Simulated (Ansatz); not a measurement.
System: Sc-vacancy pair (Sc on one host Al site, one Al site vacant) in fcc Al (neutral cell). Calculation: PBE, PAW (plane waves to 420 eV; Ansatz, an electronic-structure program).

Settings: 32 host sites, the relaxed PBE lattice, a 4×4×4 k-point mesh shifted by half a step, smearing 0.10 eV, spin-restricted, no image-charge correction. No zero-point or tunnelling terms. Forms of the defect that were not tried may lie lower. The start lies 0.25 eV above the lowest site run (PBE).

Barriers: single points on a 6×6×6 k-point mesh shifted by half a step at the bands' geometries.

The step: a nearby Al atom hops onto the vacant site (Sc-vacancy distance between ideal sites 2.86 → 4.04 Å). Atoms about the jump, Cartesian Å from the middle of the jump, before and after:

```
atom     x0     y0     z0     x1     y1     z1
----  -----  -----  -----  -----  -----  -----
Al1    0.00   0.90  -0.98   0.00  -0.90   0.98
Al2   -2.10  -0.94  -1.02  -2.00  -0.90  -1.03
Al3    2.10  -0.94  -1.02   2.00  -0.90  -1.03
Al4   -2.00   1.02   1.01  -2.02   1.06   1.00
Al5    2.00   1.02   1.01   2.02   1.06   1.00
Al6    0.00  -0.97  -3.09   0.00  -0.90  -3.03
Al7    0.00   3.03   0.99   0.00   3.02   0.98
Sc8    0.00  -2.91  -0.95   0.00  -2.98  -1.03
Al9    0.00   1.03   2.99   0.00   1.06   3.02
```

### Question
Predict the transition state.

### Answer

```json
[
 {"atom": "Al1", "x": "0.00", "y": "0.07", "z": "-0.12"},
 {"atom": "Al2", "x": "-2.20", "y": "-1.00", "z": "-1.07"},
 {"atom": "Al3", "x": "2.21", "y": "-1.01", "z": "-1.07"},
 {"atom": "Al4", "x": "-2.14", "y": "1.07", "z": "1.04"},
 {"atom": "Al5", "x": "2.15", "y": "1.07", "z": "1.04"},
 {"atom": "Al6", "x": "0.00", "y": "-0.91", "z": "-3.05"},
 {"atom": "Al7", "x": "0.00", "y": "2.98", "z": "0.94"},
 {"atom": "Sc8", "x": "0.00", "y": "-2.92", "z": "-0.98"},
 {"atom": "Al9", "x": "0.00", "y": "1.01", "z": "2.93"}
]
```
It lies 0.35 eV above the start and 0.61 eV above the end. The saddle point's order was not checked, and it lies on a symmetry element of the cell, where a band can be held.
